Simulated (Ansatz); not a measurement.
Results of PBE0 (Ansatz, an electronic-structure program, plane waves, PAW) for Ta2O5 (Pmmn, No. 59, 14 atoms in the cell; start mp-1539317).

Numerical settings: plane-wave cutoff 460 eV, 6×2×6 k mesh (along the axes of the cell as run), Fermi–Dirac smearing 0.01 eV, scalar-relativistic PAW data made under PBE.

Cell (relaxed with PBEsol):

```xyz
14
Lattice="3.8382 0.0000 0.0000 0.0000 12.9930 0.0000 0.0000 0.0000 3.8694" Properties=species:S:1:pos:R:3 pbc="T T T"
Ta     0.0000     1.8993     0.0848
Ta     0.0000    11.0938     0.0848
Ta     1.9191     4.5973     3.7845
Ta     1.9191     8.3958     3.7845
O      1.9191     2.4064     0.0078
O      1.9191    10.5866     0.0078
O      0.0000     4.0901     3.8616
O      0.0000     8.9029     3.8616
O      0.0000    11.0530     1.9638
O      0.0000     1.9401     1.9638
O      1.9191     8.4366     1.9056
O      1.9191     4.5564     1.9056
O      1.9191     6.4965     3.8512
O      0.0000     0.0000     0.0181
```

Predict the band gap and smallest direct gap on the k points sampled.


- band gap = 4.53 eV (on the SCF k mesh)
- smallest direct gap on the k points sampled = 5.12 eV

Note: cell and atoms aren't relaxed at this level (largest force component 0.17 eV/Å, pressure -0.8 GPa).

Spin–orbit coupling is not included.

Computing time: very roughly 17 core-minutes.

A start named mp-… is a Materials Project structure, which need not be a measured phase.
